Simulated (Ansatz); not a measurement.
The reference is Hf in the hcp (Mg type) structure (space group P6_3/mmc, No. 194; a = 3.2042 Å, c = 5.0691 Å).

(Cell as relaxed with PBE.)

Levels (all Ansatz, a quantum-chemistry and plane-wave program, PAW): PBE (420 eV, no spin-orbit coupling); r2SCAN (500 eV, spin-orbit coupling left out).

Each level relaxes its own structure.

```tsv
base	PBE	r2SCAN
volume per atom	22.54 Å³	22.35 Å³
lattice parameter a	3.204 Å	3.198 Å
band gap	zero	zero
```

Modification: a hydrostatic pressure of 5 GPa.

```tsv
quantity	PBE	r2SCAN
band gap	zero	zero
volume per atom	21.58 Å³	21.43 Å³
c/a ratio	1.584	1.579
```

PBE's volume per atom lies 0.15 Å³ above r2SCAN's (0.7 %); PBE's c/a ratio lies 0.005 above r2SCAN's; the two agree on the band gap. Neither level is exact; r2SCAN is the comparison here, not a measurement.

Load acts through the strain it causes; cell and atoms are relaxed under it. No phonon test of stability was made. Competing high-pressure phases were not computed. The final runs are not spin-polarised.
